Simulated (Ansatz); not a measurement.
```yaml
crystal:
  lattice:
    - [5.44138, 0.00004, 0.17272]
    - [2.72067, 8.16539, 0.08323]
    - [1.05365, 1.12379, 25.22227]
  atoms:
    - { symbol: S, position: [0.71912, 0.16306, 0.14384] }
    - { symbol: S, position: [0.04990, 0.49999, 0.14476] }
    - { symbol: S, position: [0.38158, 0.83385, 0.14349] }
    - { symbol: S, position: [0.25713, 0.19258, 0.03440] }
    - { symbol: S, position: [0.58096, 0.51382, 0.03732] }
    - { symbol: S, position: [0.90377, 0.83738, 0.03173] }
    - { symbol: S, position: [0.65868, 0.13648, 0.36018] }
    - { symbol: S, position: [0.99100, 0.46942, 0.36029] }
    - { symbol: S, position: [0.32459, 0.80265, 0.36032] }
    - { symbol: S, position: [0.18840, 0.15083, 0.25222] }
    - { symbol: S, position: [0.52061, 0.48441, 0.25206] }
    - { symbol: S, position: [0.85378, 0.81758, 0.25220] }
    - { symbol: S, position: [0.61873, 0.09572, 0.58013] }
    - { symbol: S, position: [0.90834, 0.45345, 0.57825] }
    - { symbol: S, position: [0.26361, 0.77412, 0.57532] }
    - { symbol: S, position: [0.12923, 0.12281, 0.46891] }
    - { symbol: S, position: [0.46256, 0.45233, 0.46865] }
    - { symbol: S, position: [0.79462, 0.78915, 0.46758] }
    - { symbol: Zn, position: [0.03633, 0.99129, 0.19840] }
    - { symbol: Zn, position: [0.37043, 0.32426, 0.19789] }
    - { symbol: Zn, position: [0.70026, 0.65924, 0.19797] }
    - { symbol: Zn, position: [0.56570, 0.00562, 0.08943] }
    - { symbol: Zn, position: [0.89936, 0.33958, 0.09110] }
    - { symbol: Zn, position: [0.22851, 0.67383, 0.08990] }
    - { symbol: Zn, position: [0.97762, 0.96318, 0.41441] }
    - { symbol: Zn, position: [0.31002, 0.29518, 0.41410] }
    - { symbol: Zn, position: [0.64255, 0.62801, 0.41448] }
    - { symbol: Zn, position: [0.50674, 0.97656, 0.30638] }
    - { symbol: Zn, position: [0.83971, 0.31048, 0.30601] }
    - { symbol: Zn, position: [0.17222, 0.64333, 0.30622] }
    - { symbol: Zn, position: [0.44977, 0.94793, 0.52247] }
    - { symbol: Zn, position: [0.78097, 0.28010, 0.52302] }
    - { symbol: Zn, position: [0.11300, 0.61471, 0.52129] }
    - { symbol: Mg, position: [0.74601, 0.27052, 0.65533] }
    - { symbol: Mg, position: [0.15681, 0.46640, 0.65726] }
    - { symbol: Mg, position: [0.56866, 0.65151, 0.64576] }
    - { symbol: Mg, position: [0.92842, 0.88498, 0.64716] }
    - { symbol: Mg, position: [0.32849, 0.07793, 0.66117] }
    - { symbol: Mg, position: [0.05225, 0.26628, 0.75865] }
    - { symbol: Mg, position: [0.45922, 0.46164, 0.75406] }
    - { symbol: Mg, position: [0.84950, 0.66574, 0.75029] }
    - { symbol: Mg, position: [0.25646, 0.85247, 0.75370] }
    - { symbol: Mg, position: [0.66034, 0.05879, 0.75718] }
    - { symbol: Mg, position: [0.67551, 0.24578, 0.85925] }
    - { symbol: Mg, position: [0.08206, 0.45064, 0.86193] }
    - { symbol: Mg, position: [0.49404, 0.63849, 0.85635] }
    - { symbol: Mg, position: [0.88511, 0.84271, 0.85412] }
    - { symbol: Mg, position: [0.28441, 0.04477, 0.85498] }
    - { symbol: Mg, position: [0.99134, 0.22273, 0.95496] }
    - { symbol: Mg, position: [0.39379, 0.40632, 0.96707] }
    - { symbol: Mg, position: [0.80026, 0.63814, 0.96487] }
    - { symbol: Mg, position: [0.20860, 0.83101, 0.95095] }
    - { symbol: Mg, position: [0.59635, 0.02649, 0.95696] }
```

The first 33 atoms are the substrate (ZnS-zb), the rest the film (Mg).

These are PBE (plane waves to 420 eV, PAW; Ansatz, an electronic-structure program) values and carry that method's errors. No spin–orbit coupling; the runs are not spin-polarised; PBE gaps are too small against experiment. Its k-point mesh 5×3×1, Fermi–Dirac width 0.05 eV.

Problem. Describe the bonding at the interfaces and give the barriers.

Solution. A periodic stack without vacuum, hcp Mg (0 0 1) on zinc-blende ZnS (0 0 1) (film strained to the substrate, started from cuts of the bulks and a machine-learned relaxation; slabs S18Zn15 and Mg20, which can lie off the formulas): substrate slab S18Zn15, film Mg20, surface cells [[0, -1], [3, 1]] and [[1, -1], [3, 2]], film strained by -1.8 and +2.1 %, outermost planes S/S and Mg/Mg as cut, which need not be the usual terminations and can put a slab off its formula.
| Property | Result |
|---|---|
| interface area | 44.5 Å² |
| period | 25.18 Å |
| heights between the nearest atoms of the two slabs at the two interfaces | 1.65 and 1.63 Å |
| Mg–S contacts across the interfaces within 1.22 times the sum of covalent radii | 16, mean 2.60 Å |
| hole barrier (PBE) | 1.74 eV |
| electron barrier (PBE) | 0.27 eV |
